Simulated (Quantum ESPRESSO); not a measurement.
Input and output of a self-consistent single point for AlRh (P4mm, 2 atoms in the cell) (Quantum ESPRESSO).

Method: LDA (PZ), PSlibrary ultrasoft (LDA, semicore) pseudopotentials (plane waves; Quantum ESPRESSO).

The change in words: lattice scaled by 0.98; degauss: 0.0073499 Ry → 0.0036749 Ry; K_POINTS: automatic 7 7 7 0 0 0 → automatic 15 15 15 0 0 0. Reference geometry:
```
AlRh
1.0
    2.99221     0.00000     0.00000
    0.00000     2.99221     0.00000
    0.00000     0.00000     2.99221
Al Rh
1 1
Direct
  0.00000   0.00000   0.01671
  0.50000   0.50000   0.50000
```

Reference input (self-consistent single point, DFT, LDA (PZ), plane waves, PSlibrary ultrasoft (LDA, semicore) pseudopotentials): ecutwfc = 60 Ry; ecutrho = 420 Ry; occupations = smearing; smearing = gaussian; degauss = 0.0073499 Ry; potentials = {Al: Al.pz-n-rrkjus_psl.1.0.0.UPF, Rh: Rh.pz-spn-rrkjus_psl.1.0.0.UPF}; K_POINTS = automatic 7 7 7 0 0 0; conv_thr = 1e-09 Ry. This run's input differs from it in these lines:

```diff
@@ -16,3 +16,3 @@
    smearing = 'gaussian'
-   degauss = 0.0073499
+   degauss = 0.0036749
 /
@@ -25,10 +25,10 @@
 CELL_PARAMETERS angstrom
-   2.9922070000     0.0000000000     0.0000000000
-   0.0000000000     2.9922070000     0.0000000000
-   0.0000000000     0.0000000000     2.9922070000
+   2.9323630000     0.0000000000     0.0000000000
+   0.0000000000     2.9323630000     0.0000000000
+   0.0000000000     0.0000000000     2.9323630000
 ATOMIC_POSITIONS angstrom
-Al    0.0000000000    0.0000000000    0.0499997790
-Rh    1.4961035000    1.4961035000    1.4961035000
+Al    0.0000000000    0.0000000000    0.0489997857
+Rh    1.4661815000    1.4661815000    1.4661815000
 K_POINTS automatic
-7 7 7  0 0 0
+15 15 15  0 0 0
```

Output, abridged:

```
     Self-consistent Calculation

     iteration #  1     ecut=    60.00 Ry     beta= 0.70

     Threshold (ethr) on eigenvalues was too large:
     Diagonalizing with lowered threshold

     total energy              =    -231.81770829 Ry
     estimated scf accuracy    <       0.08138624 Ry

     iteration #  2     ecut=    60.00 Ry     beta= 0.70

     total energy              =    -231.81685535 Ry
     estimated scf accuracy    <       0.18664751 Ry

     iteration #  3     ecut=    60.00 Ry     beta= 0.70

     total energy              =    -231.85271566 Ry
     estimated scf accuracy    <       0.00156063 Ry

   [... 3 blocks of this kind left out ...]

     iteration #  7     ecut=    60.00 Ry     beta= 0.70

     total energy              =    -231.85300246 Ry
     estimated scf accuracy    <       0.00000003 Ry

     iteration #  8     ecut=    60.00 Ry     beta= 0.70
     End of self-consistent calculation

     Number of k-points >= 100: set verbosity='high' to print the bands.

     the Fermi energy is    18.0175 ev

!    total energy              =    -231.85300247 Ry
     estimated scf accuracy    <          9.1E-10 Ry
     smearing contrib. (-TS)   =      -0.00007564 Ry
     internal energy E=F+TS    =    -231.85292682 Ry

     convergence has been achieved in   8 iterations

     Forces acting on atoms (cartesian axes, Ry/au):

     atom    1 type  1   force =     0.00000000    0.00000000   -0.01389683
     atom    2 type  2   force =     0.00000000    0.00000000    0.01389683

     Total force =     0.019653     Total SCF correction =     0.000053

          total   stress  (Ry/bohr**3)                   (kbar)     P=       37.04
   0.00025526   0.00000000   0.00000000           37.55        0.00        0.00
   0.00000000   0.00025526   0.00000000            0.00       37.55        0.00
   0.00000000   0.00000000   0.00024481            0.00        0.00       36.01

   JOB DONE.
```

The run converged in 8 iterations. Against the reference run the free energy falls by 12.1 meV/atom, the pressure goes from -9.36 to 3.70 GPa and the largest force goes from 0.273 to 0.357 eV/Å.

The starting cell comes from a database of computed structures (which also holds hypothetical and non-ambient phases and stackings), without a prior relaxation at this level. Its lattice was rescaled by up to half a per cent. One atom was moved a little off its site on purpose. For this run, on top of that: lattice scaled by 0.98. Spin polarisation is off. With a pressure of about 4 GPa the cell is away from its equilibrium volume at this level.

Cost on one core of a shared machine: roughly 80 s.
